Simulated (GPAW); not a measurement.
Checking a run of GPAW on Be₅Pd (F-43m, 6 atoms in the cell). The aim is a self-consistent single point with DFT PBEsol, plane waves, GPAW PAW datasets PBEsol (made by gpaw-setup).

Cell that was meant: a = 4.1753 Å, b = 4.1753 Å, c = 4.1753 Å, α = 60.00°, β = 60.00°, γ = 60.00°.

Part of the input:

```python
                                [0.000000, 0.000000, 0.000000]],
              pbc=True)

calc = GPAW(mode={'name': 'pw', 'ecut': 120},
            xc='PBEsol',
            kpts={'size': (10, 10, 10), 'gamma': True},
            occupations={'name': 'methfessel-paxton', 'width': 0.136, 'order': 1},
```

Output, abridged:

```
Input parameters:
  kpts: {gamma: True,
         size: (10, 10, 10)}
  maxiter: 100
  mode: {ecut: 120,
         name: pw}
  nbands: -12
   [... lines left out ...]
   5 Pd     0.000000    0.000000    0.000000    ( 0.0000,  0.0000,  0.0000)

Unit cell:
           periodic     x           y           z      points  spacing
  1. axis:    yes    0.000000    2.952359    2.952359    12     0.2841
  2. axis:    yes    2.952359    0.000000    2.952359    12     0.2841
  3. axis:    yes    2.952359    2.952359    0.000000    12     0.2841

  Lengths:   4.175266   4.175266   4.175266
  Angles:   60.000000  60.000000  60.000000

Effective grid spacing dv^(1/3) = 0.3100
     iter     time        total  log10-change:
                         energy   eigst   dens
iter:   1 --:--:--   -29.727983
iter:   2 --:--:--   -19.989831   -1.70  -0.69
iter:   3 --:--:--   -10.290699   -1.46  -0.85
iter:   4 --:--:--    -9.177202   -2.28  -1.27
iter:   5 --:--:--    -9.150798   -2.65  -1.34
iter:   6 --:--:--    -9.075934   -3.78  -1.62
iter:   7 --:--:--    -9.477716   -2.44  -1.73
iter:   8 --:--:--    -9.018232   -2.68  -1.48
iter:   9 --:--:--    -9.039543   -4.20  -2.39
iter:  10 --:--:--    -9.028361   -5.17  -2.09
iter:  11 --:--:--    -9.027887c  -6.56  -2.14
iter:  12 --:--:--    -9.013408   -3.88  -2.14
iter:  13 --:--:--    -9.013126   -5.02  -2.78
iter:  14 --:--:--    -9.013116c  -5.69  -2.83
iter:  15 --:--:--    -9.012176c  -5.36  -2.86
iter:  16 --:--:--    -9.012163c  -6.38  -3.72
iter:  17 --:--:--    -9.012155c  -7.18  -3.81
iter:  18 --:--:--    -9.012153c  -7.37  -3.94
iter:  19 --:--:--    -9.012153c  -8.26c -4.57c
Converged after 19 iterations.

Dipole moment: (-3.816781, -3.816781, -3.816781) |e|*Ang

Energy contributions relative to reference atoms: (reference = -139138.232868)

Kinetic:       -147.463183
Potential:     +156.418761
External:        +0.000000
XC:             -18.354627
Entropy (-ST):   -0.002071
Local:           +0.388277
SIC:             +0.000000
--------------------------
Free energy:     -9.012844
Extrapolated:    -9.012153

Showing only first 2 kpts
 Kpt  Band  Eigenvalues  Occupancy
  0    11      8.47324    2.00101
  0    12      8.47329    2.00101
  0    13     11.92926   -0.00000
  0    14     11.92926   -0.00000

  1    11      8.05859    2.00000
  1    12      8.41731    2.00011
  1    13     10.87189   -0.00000
  1    14     12.67633    0.00000

   [... lines left out ...]
Fermi level: 8.83747
No gap
   [... lines left out ...]
  1 Be   -0.00586   -0.00586   -0.00586
  2 Be   -0.00586    0.00586    0.00586
  3 Be    0.00586    0.00586   -0.00586
  4 Be    0.00586   -0.00586    0.00586
  5 Pd    0.00000    0.00000    0.00000

Stress tensor:
     1.403629    -0.000000    -0.000000
    -0.000000     1.403629     0.000000
    -0.000000     0.000000     1.403629
Stress (GPa, Voigt): [224.8862 224.8862 224.8862   0.      -0.      -0.    ]
```

Q: Is this run sound? If not, what is wrong?

A: The run is not sound. The fault is a basis or grid far too coarse for these potentials. Far below the cutoff that the potentials were made for, the basis cannot represent the orbitals near the nuclei, and energies, forces and above all the stress go wrong. To fix it, restore the cutoff that the potentials need and check convergence. The run converged in 19 iterations without an error; against the sound input the free energy rises by 2.91 eV/atom, the pressure goes from 3.62 to -224.9 GPa and the largest force goes from 0.053 to 0.010 eV/Å.

An input that runs soundly differs in these lines (not the only fix; some lines may just follow from the change or write a value another way):
```diff
-calc = GPAW(mode={'name': 'pw', 'ecut': 120},
+calc = GPAW(mode={'name': 'pw', 'ecut': 850},
```

With that input, the run converged in 26 iterations: free energy E − TS (from the program's reference atoms) -26.4743 eV; Fermi level (on the code's own zero) 8.59 eV; pressure 3.62 GPa; largest force (vector length) 0.053 eV/Å (DFT PBEsol, plane waves, GPAW PAW datasets PBEsol (made by gpaw-setup)).

On the sound input: the starting cell comes from a database of computed structures (which also holds hypothetical and non-ambient phases and stackings), without a prior relaxation at this level. Its lattice was rescaled by a random factor within 2.5 % of one. Spin polarisation is off. With a pressure of about 4 GPa the cell is away from its equilibrium volume at this level.
